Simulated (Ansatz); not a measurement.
Computed with PBE (plane waves to 420 eV, PAW; Ansatz, a quantum-chemistry and plane-wave program).

Plane-averaged electrostatic potential energy along the normal, in eV from the Fermi level, for Al on the 1x1 (111) surface of fcc Ni, ferromagnetic, one in a 2x2 cell, started at the site 'bridge Ni-Ni (span 2.5 Å)':

(z (Å), V (eV)): (5.38, 5.06); (5.67, 5.06); (5.95, 5.06); (6.23, 5.06); (6.52, 5.05); (6.80, 5.04); (7.08, 5.01); (7.37, 4.96); (7.65, 4.85); (7.93, 4.63); (8.22, 4.15); (8.50, 3.16); (8.78, 1.03); (9.07, -5.02); (9.35, -14.26); (9.63, -20.24); (9.92, -19.00); (10.20, -11.39); (10.48, -3.01); (10.77, -0.51); (11.05, -4.84); (11.33, -13.79); (11.62, -20.14); (11.90, -19.53); (12.18, -12.33); (12.47, -3.64); (12.75, -0.36); (13.03, -3.63); (13.32, -12.31); (13.60, -19.49); (13.88, -20.09); (14.17, -13.73); (14.45, -4.77); (14.73, -0.35); (15.02, -2.47); (15.30, -10.58); (15.58, -18.49); (15.87, -20.37); (16.15, -14.97); (16.43, -6.04); (16.72, -0.40); (17.00, 0.45); (17.28, 0.47); (17.57, 0.45); (17.85, 0.40); (18.13, 0.71); (18.42, 1.80); (18.70, 2.87); (18.98, 3.44); (19.27, 3.76); (19.55, 3.93); (19.83, 4.01); (20.12, 4.06); (20.40, 4.08); (20.68, 4.09); (20.97, 4.10); (21.25, 4.10); (21.53, 4.10); (21.82, 4.10); (22.10, 4.10)

Set-up: 17 atoms, 6.0 Å thick at the start under the adsorbate (thin: gaps and levels are the slab's own); mesh 7x7x1; 0.1 eV smearing; dipole correction on; 8 atoms held, the rest relaxed; start symmetry kept, larger cells not searched; spin-polarised, no spin-orbit, no U, no dispersion correction. At the end it is bonded to 3 Ni. In PBE it is, or lies within 0.03 eV of, the lowest of the starts that converged.

Problem. The surface cell has an area of 21.45 Å². What dipole along the normal does the step between the two vacuum levels imply?

Solution. the top vacuum level lies 0.96 eV below the bottom one; p = −ε₀ A ΔV (ε₀ = 0.005526 e/(V·Å)) gives 0.11 e·Å a cell.
